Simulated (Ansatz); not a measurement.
```xyz
4
Lattice="3.0940 0.0000 0.0000 -1.5470 2.6795 0.0000 0.0000 0.0000 5.0268" Properties=species:S:1:pos:R:3 pbc="T T T"
Al     0.0000     1.7863     2.5496
Si     1.5470     0.8932     5.0133
C      0.0000     1.7863     0.5452
N      1.5470     0.8932     3.2022
```

The cell is a database entry relaxed within its symmetry; it need not be the phase found at ambient conditions.

Give the diagonal Born effective charges atom by atom and the electronic dielectric tensor from linear response, DFT at the PBEsol level (Ansatz, a first-principles code).


```csv
atom,Z*xx,Z*yy,Z*zz
Al1,2.46,2.46,3.09
Si2,2.89,2.89,2.64
C3,-2.91,-2.91,-2.38
N4,-2.45,-2.45,-3.35
```

ε∞ diagonal: 5.82, 5.82, 5.86. Away from Γ the polar cell without biaxial strain shows no imaginary mode on a 2×2×2 mesh.
